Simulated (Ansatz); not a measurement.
HfSi2 with two functionals, uniaxial stress, 8 GPa compression along z

Take HfSi2 (space group Cmcm, No. 63; a = 3.683 Å, b = 14.598 Å, c = 3.658 Å) as the base. Axes: x, y, z lie along a, b, c of the conventional cell.

(Cell as relaxed with PBE.)

Levels (all Ansatz, a quantum-chemistry and plane-wave program, PAW): PBE (420 eV, no SOC); PBEsol (420 eV, no spin-orbit coupling).

Each level relaxes its own structure.

| base | PBE | PBEsol |
|---|---|---|
| volume per atom | 16.39 Å³ | 15.87 Å³ |
| band gap | zero | zero |

It is then changed as follows: uniaxial stress, 8 GPa compression along z; all other stress components relax to zero.

| quantity | PBE | PBEsol |
|---|---|---|
| energy relative to the base (free energy F) | +14 meV/atom | … |
| band gap | zero | … |
| shortest interatomic distance | 2.393 Å | … |

Q: What does PBEsol give?

A: 
- energy relative to the base (free energy F), PBEsol: +13 meV/atom
- band gap, PBEsol: zero
- shortest interatomic distance, PBEsol: 2.385 Å

PBE's energy relative to the base lies 1.1 meV/atom above PBEsol's; PBE's shortest interatomic distance lies 0.008 Å above PBEsol's (0.3 %); the two agree on the band gap. Neither level is exact; PBEsol is the comparison here, not a measurement.

Without a gap, meshes like the base's 13×13×13 leave anisotropic stresses uncertain by several tenths of a GPa, and small strain energies with them. Load acts through the strain it causes; cell and atoms are relaxed under it. Beyond what the load breaks, stability against distortions was not tested. The final runs are not spin-polarised.
